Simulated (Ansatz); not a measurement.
Where the default PAW files enter, the runs use the earlier of Ansatz's two default sets.

Data:

```xyz
6
Lattice="5.6795 0.0000 0.0000 2.8398 12.8918 -0.0936 2.8398 -0.1967 1.6277" Properties=species:S:1:pos:R:3 pbc="T T T"
W      7.5727     9.5214     1.1505
W      3.7864     3.1738     0.3835
Se     9.4659    11.1934     1.3526
Se     1.8932     1.5017     0.1815
Se     7.5727     4.8459     0.5856
Se     3.7864     7.8493     0.9485
```

Space group of this cell: P6_3/mmc. The cell was relaxed by PBE-D3(BJ); by r2SCAN its mean pressure is 1.9 GPa.

Transport runs along the normal of the first two printed cell vectors, the (111) plane of the conventional cell.

The gap is the functional's own, uncorrected, and κ follows it; spin-orbit coupling is left out. Mid-gap values are interpolated between the computed energies.

Q: Predict the band gap and the smallest decay constant κ at mid-gap from r2SCAN (Ansatz, an electronic-structure program).

A: Gap 1.02 eV on a 18×18×18 mesh; κ = 0.193 1/Å, at (0.000, 0.250) of the in-plane reciprocal vectors. At the zone centre, at the nearest computed energy, the slowest state has κ = 0.20 1/Å.
